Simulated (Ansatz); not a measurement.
A computed series for TiAl3: response to strain

Start from TiAl₃ (space group I4/mmm, No. 139; a = 3.8262 Å, c = 8.5542 Å; relaxed with 0.1 eV smearing). Axes: x, y, z lie along a, b, c of the conventional cell.

Strains are applied to the cell and any free atomic positions relax; under stress the whole cell relaxes.

Computed with r2SCAN (Ansatz, a quantum-chemistry and plane-wave program, PAW, scalar-relativistic without spin-orbit coupling).

Candidates:
(a) tensor shear ε_yz = +1.68 %
(b) uniaxial stress, 8 GPa compression along z
(c) isotropic strain +5.74 %
(d) isotropic strain +4.74 %
(e) tensor shear ε_yz = −3.02 %

Notes on the quantities. energy relative to the base: free energy F.

Problem. Order them by energy relative to the base, highest first.

Solution. (c) isotropic strain +5.74 % (+141 meV/atom), (d) isotropic strain +4.74 % (+99 meV/atom), (e) tensor shear ε_yz = −3.02 % (+19 meV/atom), (b) uniaxial stress, 8 GPa compression along z (+14 meV/atom), (a) tensor shear ε_yz = +1.68 % (+5.8 meV/atom)

Stability under load was not tested beyond the relaxation. The final runs are not spin-polarised.
